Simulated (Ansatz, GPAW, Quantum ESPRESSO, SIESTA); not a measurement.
**Code comparison for SrIr2 (Fd-3m, 6 atoms in the cell)**

Self-consistent single point.

```
SrIr2
1.0
    0.00000     3.82390     3.82390
    3.82390     0.00000     3.82390
    3.82390     3.82390     0.00000
Sr Ir
2 4
Direct
  0.25000   0.25000   0.25000
  0.00000   0.00000   0.00000
  0.62500   0.12500   0.62500
  0.62500   0.62500   0.62500
  0.12500   0.62500   0.62500
  0.62500   0.62500   0.12500
```

All programs got the same cell, k-point mesh and kind of occupations (in Ansatz's words: kpoints.mp_grid.grid = 9 9 9; scf.occupations.method = gaussian; scf.occupations.width = 0.136 eV); potentials, basis and cutoffs are each program's usual ones.

```tsv
code	model	pressure (GPa)	k-points	cutoff
Quantum ESPRESSO	LDA (PZ), GBRV 1.5 ultrasoft (LDA) pseudopotentials	-4.80	35	40 Ry
GPAW	LDA (Perdew-Wang 92), GPAW PAW datasets LDA (gpaw-data 1.0.1)	-4.49	35	550 eV
Ansatz	LDA (PW92), PAW files made with PBE	-4.39	35	420 eV
SIESTA	LDA PW92, numerical atomic orbitals DZP, PseudoDojo LDA standard norm-conserving potentials (rewritten from UPF to PSML)	-2.86	365	grid 350 Ry
```

The spread over the programs that give each value: pressure within 1.94 GPa.

The starting cell comes from a database of computed structures (which also holds hypothetical and non-ambient phases and stackings), without a prior relaxation at this level. Its lattice was rescaled by a random factor within 2.5 % of one. On Ansatz's run: Spin-orbit coupling is off. Spin polarisation is off. In the base run, with a pressure of about -4 GPa the cell is away from its equilibrium volume at this level.

Q: Why do the programs differ, and what cannot be compared?

A: Differences of this kind can come from the potentials, where these differ, and from what each basis and cutoff leave unconverged. The valence holds different numbers of electrons (Quantum ESPRESSO 80, GPAW 80, Ansatz (a program for electronic structure) 88, SIESTA 88). The zero of total energies and Fermi levels follows the potentials and each program's conventions, so they are not compared here. SIESTA uses small atom-centred bases, whose incompleteness enters pressures, forces and empty levels differently from a plane-wave cutoff. Ansatz's pressure is given at a fixed set of plane waves, as the other plane-wave codes print theirs. The same LDA comes in different parametrisations, which differ slightly. The programs reduce the same mesh by symmetry to different extents, which changes the work and not the result. In the pressure, SIESTA (by 1.63) lies more than 1 GPa from the median of the plane-wave programs.

Left out of this page: ABINIT (stopped by limits of time or memory); Elk and FLEUR (not drawn, or without a comparable value).

Keys are those of Ansatz 0.2.
